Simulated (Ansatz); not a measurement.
**A computed series for CaO: element substitutions**

Base system: CaO in the rock salt structure (space group Fm-3m, No. 225; a = 4.831 Å).

Each row replaces one element on all its sites; cell and atoms are relaxed.

Computed with DFT with PBE, PAW potentials and a 420 eV plane-wave cutoff in Ansatz (a program for electronic structure), spin-orbit coupling left out.

```
change   band gap     density  shortest interatomic distance
-------  --------  ----------  -----------------------------
base      3.66 eV  3.30 g/cm³                     4.564 bohr
O → S     2.38 eV  2.57 g/cm³                     5.397 bohr
Ca → Sr   3.33 eV  4.91 g/cm³                     4.909 bohr
O → F        zero  2.62 g/cm³                     5.020 bohr
```

Whether these cells are dynamically stable was not tested. As relaxed here, CaF is a hypothetical phase, not in the database extracts checked. The final runs are not spin-polarised. An odd electron count without spin: CaF.
